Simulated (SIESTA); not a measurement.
Band structure of LaTl (Pm-3m, 2 atoms in the cell).

```xyz
2
Lattice="3.9724 0.0000 0.0000 0.0000 3.9724 0.0000 0.0000 0.0000 3.9724" Properties=species:S:1:pos:R:3 pbc="T T T"
La     0.0000     0.0000     0.0000
Tl     1.9862     1.9862     1.9862
```

Method: GGA PBEsol, numerical atomic orbitals DZP, PseudoDojo PBEsol standard norm-conserving potentials (rewritten from UPF to PSML) in SIESTA.

Settings: XC.functional = GGA; XC.authors = PBEsol; potentials = PseudoDojo PBEsol standard; PAO.BasisSize = DZP; PAO.EnergyShift = 0.01 Ry; MeshCutoff = 350 Ry; kgrid.MonkhorstPack = 8 8 8; OccupationFunction = MP; OccupationMPOrder = 0; ElectronicTemperature = 0.1 eV; MaxSCFIterations = 150; SCF.Mixer.Method = Broyden; SCF.Mixer.Weight = 0.1; SCF.Mixer.History = 6.

The starting cell comes from a database of computed structures (which also holds hypothetical and non-ambient phases and stackings), without a prior relaxation at this level. Spin-orbit coupling is off. Values carry the incompleteness of an atom-centred basis.

Levels in eV from the Fermi level, bands 9 to 14:
```
point       9     10     11     12     13    14
-----  ------  -----  -----  -----  -----  ----
Γ      -11.32  -7.95  -0.37  -0.37   3.49  3.49
X      -11.23  -6.08  -3.14  -0.12   0.50  0.50
M      -11.16  -6.29  -0.30  -0.30   0.10  2.27
R      -11.16  -4.67  -2.41  -2.41  -2.41  5.19
```

Bands cross the Fermi level along this path, so the cell is metallic at this level.

Higher empty bands are left out: an atom-centred basis made for the valence describes them poorly.
